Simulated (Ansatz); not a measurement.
# The (111)B surface of zinc-blende InAs, As-terminated, OH on every top atom (bottom of the slab: 3 H on 4 bottom sites)

Calculation: PBE (plane waves to 420 eV, PAW; Ansatz, a first-principles code).

Set-up: 43 atoms, 15.8 Å thick at the start with caps and adatoms; mesh 3x3x1; 0.025 eV smearing; dipole correction on; 8 atoms held, the rest relaxed; no symmetry held; spin-polarised, no spin-orbit, no U. The slab shows no gap over 0.04 eV on its mesh. The starting moment vanished. It is one candidate, not shown to be the stable structure of the face.

The work function of the top face is 3.47 eV and the energy released by relaxation is 1.01 eV. The cost is around 2.6 core-hours (rough).
